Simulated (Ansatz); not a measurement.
For AlAs (model structure, started from the CsCl type, Pm-3m, No. 221, 2 atoms in the cell), PBEsol in Ansatz (plane waves, PAW) gives:

| Property | Value |
|---|---|
| lattice parameter a | 3.250 Å |
| formation enthalpy | 0.090 eV/atom |

Problem. What does PBE-D3(BJ) (Ansatz, a first-principles code, PAW) give for the same quantities?

Solution. 
- lattice constant a: 3.235 Å (shrinks by 0.5 %)
- formation enthalpy: 0.104 eV/atom (goes up by 0.014 eV/atom)

Changes are worked out from the printed values.

Unless a cell is named, each level is at its own relaxed cell (PBEsol 17.17, PBE-D3(BJ) 16.93 Å³/atom).

Ansatz's density-functional and Hartree–Fock values are scalar-relativistic unless marked +SOC, with PAW data made under PBE.

A model structure was made by putting elements into a prototype or built by hand; it is no filed structure, need not be a known phase, and can be a saddle point held by its symmetry.
